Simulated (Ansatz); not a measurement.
# What isotropic strain +1.50 % does to Ga2O3

The reference is Ga₂O₃ in the corundum structure (space group R-3c, No. 167; a = 4.950 Å, c = 13.306 Å (hexagonal axes)).

Now apply this change: every lattice vector is stretched by 1.50 %; the atoms relax in the strained cell.

Level of theory: LDA/PAW in Ansatz (an electronic-structure program), scalar-relativistic without spin-orbit coupling. k-mesh 8×8×8 (Γ-centred); smearing 0.05 eV (Fermi–Dirac).

```tsv
quantity	base	changed	shift
volume per atom	9.41 Å³	9.84 Å³	+0.43 Å³
space group	R-3c (No. 167)	R-3c (No. 167)	–
shortest interatomic distance	1.911 Å	1.940 Å	+0.029 Å
energy relative to the base (free energy F)	0 meV/atom	+14 meV/atom	+14 meV/atom
pressure (mean of the normal stresses, compression positive)	0.00 GPa	-9.69 GPa	-9.69 GPa
band gap	3.04 eV	2.56 eV	-0.48 eV
gap character	indirect, Γ–S₀ (50 % along) → Γ	indirect, Γ–S₀ (50 % along) → Γ	–
smallest direct gap	3.31 eV	2.81 eV	-0.506 eV
mean gap deformation potential ΔEg/Δln V	–	-10.8 eV	–
width of the top valence band	0.47 eV	0.45 eV	-0.02 eV
electron mass	0.24 mₑ (at Γ)	0.22 mₑ (at Γ)	–
```

Masses are band curvatures over ±0.01 Å⁻¹ around the edge. No phonon test of stability was made.
